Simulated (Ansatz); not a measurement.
MoP under a change: x(Pb) = 0.667, 6 atoms, R32

Start from MoP (space group P-6m2, No. 187; a = 3.2063 Å, c = 3.1738 Å).

The other end (x = 1) is PbP (space group P-6m2, No. 187; a hypothetical phase, not in the database extracts checked): 24.00 Å³/atom, gap zero; this end may not be an ambient phase.

Now apply this change: a fraction x = 0.667 of the Mo sites is given to Pb, ordered in a cell of 6 atoms (starting symmetry R32) and fully relaxed.

Method: Ansatz (a program for electronic structure) PBEsol, scalar-relativistic without spin-orbit coupling. Γ-centred 10×10×10 mesh, Fermi–Dirac width 0.05 eV, for the changed cell.

| quantity | base | changed | shift |
|---|---|---|---|
| volume per atom | 14.13 Å³ | 19.10 Å³ | +4.976 Å³ |
| density | 7.46 g/cm³ | 8.74 g/cm³ | +1.28 g/cm³ |
| shortest interatomic distance | 243.8 pm | 256.3 pm | +12.43 pm |
| band gap | zero | zero | – |
| mixing energy (to 0.01 eV only: unlike meshes or grids) (against an end that may be hypothetical) | – | +0.38 eV/atom | – |
| mean first-shell distances | – | Mo–P 2.563 Å (end compound 2.438 Å), Pb–P 3.042 Å (end compound 2.895 Å) | – |

Cost of the whole job for the changed cell (relaxation, final SCF and bands): around 6 core-minutes (rough).

Each cell is one ordered arrangement of few atoms, which overstates ordering effects compared with a random alloy. Stability against distortions was not tested. The final runs are not spin-polarised. An odd electron count without spin: MoPb2P3, MoP and PbP. MoPb2P3 has a high density of states at the Fermi level and may be magnetic at this level.
